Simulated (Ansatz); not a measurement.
Here is the system:

End structure of the (110) surface of rock-salt VN (a high-symmetry phase, unstable at 0 K and held by its symmetry) in its 1x1 cell (cut with top plane N + V, bottom plane N + V), outermost plane spacing 1.46 Å in the ideal cut:

```
CELL_PARAMETERS angstrom
      2.91107     0.00000     0.00000
      0.00000     4.11687     0.00000
      0.00000     0.00000    26.50000
ATOMIC_POSITIONS crystal
  N  0.50000 0.00000 0.30440
  V  0.50000 0.50000 0.31565
  N  0.00000 0.50000 0.36261
  V  0.00000 0.00000 0.35395
  N  0.50000 0.00000 0.41400
  V  0.50000 0.50000 0.42139
  N  0.00000 0.50000 0.47450
  V  0.00000 0.00000 0.46735
  N  0.50000 0.00000 0.52550
  V  0.50000 0.50000 0.53265
  N  0.00000 0.50000 0.58600
  V  0.00000 0.00000 0.57861
  N  0.50000 0.00000 0.63739
  V  0.50000 0.50000 0.64605
  N  0.00000 0.50000 0.69560
  V  0.00000 0.00000 0.68435
```

Set-up: 16 atoms, N8V8, 10.2 Å thick at the start (thin: gaps and levels are the slab's own); mesh 13x9x1; 0.1 eV smearing; dipole correction on; all atoms relaxed; start symmetry kept, larger cells not searched; no spin, no spin-orbit, no U.

**Question.** Predict the surface energy (mean of both faces) from PBE in Ansatz (a program for electronic structure).

**Answer.** 112 meV/Å²

**Question.** Give the work function of the top face at the level PBE.

**Answer.** 4.08 eV
